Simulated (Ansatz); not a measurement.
The starting structures come from a database of crystals and need not be the phases stable at ambient conditions.

 Where the default PAW files enter, the runs use the earlier of Ansatz's two default sets.

Evanescent states of Mg$_{2}$H$_{6}$Ru (Fm-3m, not sure to be the ambient phase, 9 atoms a cell, 8.0 Å³ an atom) along the normal of (111)

Computed with PBEsol (plane waves, PAW; Ansatz, an electronic-structure program).

The gap is the functional's own. No spin-orbit coupling. Mid-gap values are interpolated on the energy grid.

Energies count from the valence-band top; κ is the least over a 12×12 mesh across the current.

| E (eV) | κ (1/Å) | where |
|---|---|---|
| 0.07 | 0.237 | off Γ |
| 0.23 | 0.274 | off Γ |
| 0.38 | 0.303 | off Γ |
| 0.53 | 0.325 | off Γ |
| 0.68 | 0.335 | off Γ |
| 0.82 | 0.344 | off Γ |
| 0.97 | 0.353 | off Γ |
| 1.12 | 0.361 | off Γ |
| 1.27 | 0.369 | off Γ |
| 1.43 | 0.375 | off Γ |
| 1.57 | 0.379 | off Γ |
| 1.73 | 0.380 | off Γ |
| 1.88 | 0.374 | off Γ |
| 2.02 | 0.355 | off Γ |
| 2.17 | 0.333 | off Γ |
| 2.33 | 0.309 | off Γ |
| 2.48 | 0.281 | off Γ |
| 2.62 | 0.242 | off Γ |
| 2.77 | 0.193 | off Γ |
| 2.92 | 0.118 | off Γ |

**Question.** How thick must the barrier be to attenuate the transmission by 10^6 when the electrodes' Fermi level lies at 0.82 eV, and what attenuation does that film give at 1.12 eV?

**Answer.** d = 6 ln 10 / (2 × 0.344) = 20.1 Å. At 1.12 eV it gives 6 × 0.361/0.344 = 6.3 decades.
